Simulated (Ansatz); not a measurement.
Abridged Ansatz (a quantum-chemistry and plane-wave program) output:

```
Relaxation: its limit of steps is 50 (relax.max_steps)
Pseudopotential: Zr, paw, valence charge 12
Crystal: 2 atoms, lattice volume = 46.993 Å³
Basis set: ecut = 420 eV, 941 PW (Γ), exchange–correlation on 48×48×72 points (8 copies of the dense FFT grid, shifted against one another)
Bands: 16, of which v1, the nominal top of the filled ones, is band 12 counted from 1 (11 counted from 0)
Symmetry: 24 space group operations
k-points: 288 of 4851
Functional: x = pbesol(κ = 0.804, μ = 0.12345679012345678), c = pbesol(β = 0.046)
SCF iter   1: F=—  HF=-8257.279405 eV  |F-HF|=—  |Δ(HF+E_count)|=         —  Δρ=3.13e-3  dr2=1.74e-3  ethr=1.77e-3  ⟨swp⟩=4.8  Hψ=19526  notcnv=0
SCF iter   2: F=—  HF=-8257.278104 eV  |F-HF|=—  |Δ(HF+E_count)|=   1.30e-3  Δρ=1.81e-3  dr2=5.62e-4  ethr=7.24e-6  ⟨swp⟩=2.5  Hψ=9913  notcnv=0
SCF 1 converged in 7 iterations: F = -8257.278220 eV  dr2 = 1.34e-11
relax step   1: F+E_penalty+E_count = -8257.27821985 eV  Δ(F+E_penalty+E_count) = +0.000e0 eV  max|allowed force component| = 5.435e-17 eV/Å  Δτ_max = 0.0000 Å  (7 SCF iters, accepted)
SCF converged after 7 iterations
Free energy (F): -8257.278220 eV
Internal energy: -8257.206732 eV  (E = F + TS)
E sigma→0 (E₀):  -8257.242476 eV
Entropy (-TS):   -0.071488 eV (-35.744 meV/atom)
Fermi energy:    13.693665 eV
--- Forces (eV/Å), atoms counted from 1 ---
  atom   1  Zr     0.00000000    -0.00000000     0.00000000
  atom   2  Zr     0.00000000     0.00000000     0.00000000
--- Stress (GPa, compression-positive) ---
       -3.973626       0.000000       0.000000
        0.000000      -3.973626       0.000000
        0.000000       0.000000      -4.344877
  P = ⅓ Tr σ = -4.0974 GPa (-40.974 kbar)
--- Relaxed structure (1 steps of the walk, 1 accepted, 0 SCFs on fresh bases) ---
  atoms:
    - { symbol: Zr, position: [0.6666666666666667, 0.33333333333333337, 0.75] }
    - { symbol: Zr, position: [0.33333333333333337, 0.6666666666666667, 0.25] }
```

Task: What was computed, and what are the main results?

Result: Zr, 2 atoms in the cell, with Ansatz PBEsol, no spin-orbit coupling. The last SCF converged to F = -8257.278220 eV, or -4128.6391 eV per atom, at a pressure of -4.10 GPa. The total energy compares only with runs of the same code, potentials and settings.

The cells carry an imposed strain or load. Stability against distortions was not tested. The final runs are not spin-polarised. The cell was made from Zr in the hcp (Mg type) structure (space group P6_3/mmc, No. 194) by this change: isotropic strain +1.50 %.

Keys are those of Ansatz 0.2.
